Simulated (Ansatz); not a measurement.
Given:

```
CELL_PARAMETERS angstrom
      3.86444     0.00000     0.00000
      0.00000     3.86444     0.00000
      0.00000     0.00000     3.86444
ATOMIC_POSITIONS crystal
  K  0.00000 0.00000 0.00000
  Ta 0.50000 0.50000 0.50000
  O  0.00000 0.50000 0.50000
  O  0.50000 0.50000 0.00000
  O  0.50000 0.00000 0.50000
```

No spin polarisation.

A single point on KTaO3 with a change (pressure 30 GPa), its geometry relaxed with PBE.

Method: r2SCAN, PAW, 500 eV (Ansatz, a quantum-chemistry and plane-wave program; without spin-orbit coupling). k-mesh 8×8×8 (Γ-centred); smearing 0.05 eV (Fermi–Dirac).

### Question
Predict the smallest direct gap.

### Answer
3.43 eV.

### Question
Estimate the gap character.

### Answer
Indirect, R → Γ.

Single points use the geometry relaxed with PBE. Spin-orbit coupling, missing from the scalar runs, can matter with Ta. Load acts through the strain it causes; cell and atoms are relaxed under it. Stability against distortions was not tested. No other phases were tried under pressure. The cell was made from KTaO3 in the cubic perovskite structure (space group Pm-3m, No. 221) by this change: pressure 30 GPa.
